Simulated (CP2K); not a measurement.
A self-consistent single point of a sheet of PbO (4 atoms in the cell) with CP2K.

Level of theory: LDA (Pade form), GPW, DZVP-MOLOPT-SR-GTH basis, GTH-PADE potentials (GTH_POTENTIALS) run with CP2K.

```
CELL_PARAMETERS angstrom
      3.87966     0.00000     0.00000
      0.00000     3.87966     0.00000
      0.00000     0.00000    16.36593
ATOMIC_POSITIONS crystal
  Pb 0.50000 0.00000 0.57228
  Pb 0.00000 0.50000 0.42772
  O  0.00000 0.00000 0.50000
  O  0.50000 0.50000 0.50000
```

Reference input (self-consistent single point, DFT PBE, GPW, DZVP-MOLOPT-SR-GTH basis, GTH-PBE potentials (GTH_POTENTIALS)): CUTOFF = 450 Ry; REL_CUTOFF = 60 Ry; SMEAR/METHOD = GAUSSIAN; SIGMA = 0.2 eV; KPOINTS/SCHEME = MONKHORST-PACK 5 5 1; XC_FUNCTIONAL = PBE; Pb/BASIS_SET = DZVP-MOLOPT-SR-GTH-q4; Pb/POTENTIAL = GTH-PBE-q4; O/BASIS_SET = DZVP-MOLOPT-SR-GTH-q6; O/POTENTIAL = GTH-PBE-q6; METHOD = GPW; EPS_DEFAULT = 1e-10. This run's input differs from it in these lines:

```diff
@@ -42,3 +42,3 @@
     &XC
-      &XC_FUNCTIONAL PBE
+      &XC_FUNCTIONAL PADE
       &END XC_FUNCTIONAL
@@ -76,3 +76,3 @@
       BASIS_SET DZVP-MOLOPT-SR-GTH-q4
-      POTENTIAL GTH-PBE-q4
+      POTENTIAL GTH-PADE-q4
     &END KIND
@@ -80,3 +80,3 @@
       BASIS_SET DZVP-MOLOPT-SR-GTH-q6
-      POTENTIAL GTH-PBE-q6
+      POTENTIAL GTH-PADE-q6
     &END KIND
```

Log, with long lists cut:

```
 SCF WAVEFUNCTION OPTIMIZATION

  Step     Update method      Time    Convergence         Total energy    Change
     1 NoMix/Diag. 0.30E+00      -     0.53955061       -39.3046122047 -3.93E+01
     2 Broy./Diag. 0.30E+00      -     0.35119512       -35.8528848859  3.45E+00
     3 Broy./Diag. 0.30E+00      -     0.02959384       -39.4782238404 -3.63E+00
     4 Broy./Diag. 0.30E+00      -     0.01600407       -39.3176686615  1.61E-01
     5 Broy./Diag. 0.30E+00      -     0.00927713       -39.2364062936  8.13E-02
     6 Broy./Diag. 0.30E+00      -     0.00318943       -39.3385548396 -1.02E-01
   [... 6 lines left out ...]
    13 Broy./Diag. 0.30E+00      -     0.00002405       -39.3470455063 -3.44E-04
    14 Broy./Diag. 0.30E+00      -     0.00001212       -39.3471400325 -9.45E-05
    15 Broy./Diag. 0.30E+00      -     0.00000161       -39.3470578957  8.21E-05
    16 Broy./Diag. 0.30E+00      -     0.00000079       -39.3470548515  3.04E-06
  *** SCF run converged in    16 steps ***

  Overlap energy of the core charge distribution:               0.00000000488261
  Self energy of the core charge distribution:                -96.64256272479599
  Core Hamiltonian energy:                                     26.31881755811747
  Hartree energy:                                              39.90892342014903
  Exchange-correlation energy:                                 -8.93223310987799
  Smearing free energy correction:                             -0.00000000000000
  Fermi energy:                                                -0.03991387462146

  Total energy:                                               -39.34705485152487
  Total energy (extrapolated to sigma->0):                    -39.34705485152487

   [... lines left out ...]

 STRESS| Analytical stress tensor [bar]
 STRESS|                        x                   y                   z
 STRESS|      x        2.19011978180E+03   5.78518790158E-05  -1.84627310678E-05
 STRESS|      y        5.78518790158E-05   2.19012093566E+03   1.84500217839E-05
 STRESS|      z       -1.84627310678E-05   1.84500217839E-05   7.03151843731E+02
 STRESS| 1/3 Trace                                             1.69446418706E+03
```

The run converged in 16 iterations. Against the reference run the largest force goes from 1.362 to 0.044 eV/Å and the gap on the mesh goes from 2.918 to 2.752 eV.

The starting cell was generated: these elements placed on a structure prototype, without a prior relaxation; it need not be a known phase or ordering of this composition. Its lattice was rescaled in the plane by a random factor within 2.5 % of one. Spin-orbit coupling is off. Values carry the incompleteness of an atom-centred basis.
